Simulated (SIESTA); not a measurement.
Input and output of a self-consistent single point for AlInCu₂S₄ (I-4, 8 atoms in the cell) (SIESTA).

Method: LDA PW92, numerical atomic orbitals DZP, PseudoDojo LDA standard norm-conserving potentials (rewritten from UPF to PSML) (SIESTA).

The change in words: lattice scaled by 0.98. Reference geometry:
```xyz
8
Lattice="-2.7372 2.7372 5.4207 2.7372 -2.7372 5.4207 2.7372 2.7372 -5.4207" Properties=species:S:1:pos:R:3 pbc="T T T"
Al     0.0000     2.7372     2.7103
In     0.0000     0.0000     5.4207
Cu     2.7372     0.0000     2.7103
Cu     0.0000     0.0000     0.0000
S      1.3277     1.2689    -1.4442
S      1.2689     4.1467     1.4442
S      1.4095     1.4683     3.9765
S      1.4683    -1.4095     6.8649
```

Reference input (self-consistent single point, DFT, LDA PW92, numerical atomic orbitals DZP, PseudoDojo LDA standard norm-conserving potentials (rewritten from UPF to PSML)): XC.functional = LDA; XC.authors = PW92; potentials = PseudoDojo LDA standard; PAO.BasisSize = DZP; PAO.EnergyShift = 0.01 Ry; MeshCutoff = 300 Ry; kgrid.MonkhorstPack = 5 5 5; OccupationFunction = FD; ElectronicTemperature = 0.05 eV; MaxSCFIterations = 150; SCF.Mixer.Method = Broyden; SCF.Mixer.Weight = 0.25. This run's input differs from it in these lines:

```diff
@@ -14,5 +14,5 @@
 %block LatticeVectors
-    -5.172567797    5.172567797   10.243619506
-     5.172567797   -5.172567797   10.243619506
-     5.172567797    5.172567797  -10.243619506
+    -5.069116630    5.069116630   10.038746738
+     5.069116630   -5.069116630   10.038746738
+     5.069116630    5.069116630  -10.038746738
 %endblock LatticeVectors
@@ -20,10 +20,10 @@
 %block AtomicCoordinatesAndAtomicSpecies
-    -0.000000000    2.737205000    2.710345000  1
-     0.000000000    0.000000000    5.420690000  2
-     2.737205000    0.000000000    2.710345000  3
+     0.000000000    2.682461000    2.656138000  1
+     0.000000000    0.000000000    5.312276000  2
+     2.682461000    0.000000000    2.656138000  3
      0.000000000    0.000000000    0.000000000  3
-     1.327708657    1.268858750   -1.444180230  4
-     1.268858750    4.146701343    1.444180230  4
-     1.409496343    1.468346250    3.976509770  4
-     1.468346250   -1.409496343    6.864870230  4
+     1.301154533    1.243481621   -1.415296572  4
+     1.243481621    4.063767467    1.415296572  4
+     1.381306467    1.438979379    3.896979428  4
+     1.438979379   -1.381306467    6.727572572  4
 %endblock AtomicCoordinatesAndAtomicSpecies
```

Output, abridged:

```
        iscf     Eharris(eV)        E_KS(eV)     FreeEng(eV)     dDmax    Ef(eV) dHmax(eV)
   scf:    1   -11421.295359   -12738.506461   -12738.596165  1.641539  0.836055126.197741
   scf:    2   -12898.331416   -13303.076342   -13303.076342  2.032565 -3.778539 54.287469
   scf:    3   -13391.664873   -13351.016869   -13351.016869  0.347823 -3.636290 34.232785
   scf:    4   -13393.725682   -13375.251956   -13375.251956  0.441550 -3.912587 15.296297
   scf:    5   -13382.937243   -13382.140294   -13382.140294  0.353087 -3.240681  1.824635
   [... 7 lines left out ...]
   scf:   13   -13382.241174   -13382.241173   -13382.241174  0.000164 -3.335515  0.000503
   scf:   14   -13382.241174   -13382.241174   -13382.241174  0.000015 -3.335588  0.000556
   scf:   15   -13382.241174   -13382.241174   -13382.241174  0.000010 -3.335633  0.000456
   scf:   16   -13382.241174   -13382.241174   -13382.241174  0.000007 -3.335687  0.000318
SCF Convergence by DM+H criterion
max |DM_out - DM_in|         :     0.0000068578
max |H_out - H_in|      (eV) :     0.0003181465
SCF cycle converged after 16 iterations

Using DM_out to compute the final energy and forces

siesta: E_KS(eV) =           -13382.2412

siesta: E_KS - E_eggbox =    -13382.2412

siesta: Atomic forces (eV/Ang):
     1   -0.000180   -0.000220   -0.000147
     2    0.000121   -0.000398    0.000484
     3   -0.000116   -0.000324   -0.000610
     4   -0.000349   -0.000273   -0.000841
     5   -0.582940    0.120212    0.155674
     6    0.120458    0.582959   -0.156188
     7    0.584122   -0.121254    0.155909
     8   -0.120522   -0.583776   -0.156444
   Tot    0.000594   -0.003075   -0.002163
   Max    0.584122
   Res    0.251434    sqrt( Sum f_i^2 / 3N )
   Max    0.584122    constrained

   [... lines left out ...]
siesta: FreeEng =    -13382.241174
   [... lines left out ...]
siesta:     0.006001   -0.000034   -0.000026
siesta:    -0.000034    0.006008    0.000009
siesta:    -0.000026    0.000009    0.003269

siesta: Cell volume =        152.899989 Ang**3

siesta: Pressure (static):
siesta:                Solid            Molecule  Units
siesta:          -0.00005547         -0.00011000  Ry/Bohr**3
siesta:          -0.00509259         -0.01009957  eV/Ang**3
siesta:          -8.15922483        -16.18129902  kBar
```

The run converged in 16 iterations. Against the reference run the free energy falls by 25.2 meV/atom, the pressure goes from -5.65 to -0.82 GPa, the largest force goes from 0.436 to 0.617 eV/Å and the gap on the mesh goes from 0.930 to 1.276 eV.

The starting cell comes from a database of computed structures (which also holds hypothetical and non-ambient phases and stackings), without a prior relaxation at this level. For this run, on top of that: lattice scaled by 0.98. Values carry the incompleteness of an atom-centred basis.

Cost on one core of a shared machine: roughly 90 s.
